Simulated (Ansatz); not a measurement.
# Hypothetical P6_3/mmc SnS2: pressure series

Start from SnS$_{2}$ in the 2H-MoS2 type structure (space group P6_3/mmc, No. 194; a = 3.5888 Å, c = 11.8889 Å; a hypothetical phase, not in the database extracts checked; layered, stacked along the Cartesian z axis).

Cell and atoms are relaxed at each pressure.

All numbers come from PBE-D3(BJ) (Ansatz, an electronic-structure program), no spin-orbit coupling.

Problem. Only one of these has a band gap. Which?
(A) pressure 15 GPa
(B) pressure 22.5 GPa
(C) pressure −1 GPa
(D) pressure 4.5 GPa
(E) pressure 0.9 GPa

Solution. C, pressure −1 GPa. Computed: pressure −1 GPa: 0.14 eV; pressure 22.5 GPa: zero; pressure 0.9 GPa: zero; pressure 4.5 GPa: zero; pressure 15 GPa: zero

Load acts through the strain it causes; cell and atoms are relaxed under it. Stability against distortions was not tested. Competing high-pressure phases were not computed. All final runs are without spin polarisation. A zero or small gap of SnS2 can be the functional's error rather than a property of the material.
